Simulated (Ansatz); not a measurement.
TiAl3 under a change: pressure 4.5 GPa

Consider TiAl$_{3}$ (space group I4/mmm, No. 139; a = 3.824 Å, c = 8.561 Å).

It is then changed as follows: a hydrostatic pressure of 4.5 GPa.

Method: r2SCAN in Ansatz (plane waves to 500 eV, PAW, no spin-orbit coupling). Γ-centred 17×17×17 mesh, Fermi–Dirac width 0.05 eV.

| quantity | base | changed | shift |
|---|---|---|---|
| volume per atom | 15.65 Å³ | 15.09 Å³ | -0.56 Å³ |
| density | 3.42 g/cm³ | 3.54 g/cm³ | +0.126 g/cm³ |
| shortest interatomic distance | 2.704 Å | 2.672 Å | -0.032 Å |
| band gap | zero | zero | – |

Final structure:

```
CELL_PARAMETERS angstrom
     -1.88963     1.88963     4.22643
      1.88963    -1.88963     4.22643
      1.88963     1.88963    -4.22643
ATOMIC_POSITIONS crystal
  Al 0.50000 0.50000 0.00000
  Al 0.75000 0.25000 0.50000
  Al 0.25000 0.75000 0.50000
  Ti 0.00000 0.00000 0.00000
```

Load acts through the strain it causes; cell and atoms are relaxed under it. No phonon test of stability was made. All final runs are without spin polarisation.

Ansatz is a quantum-chemistry and plane-wave program.
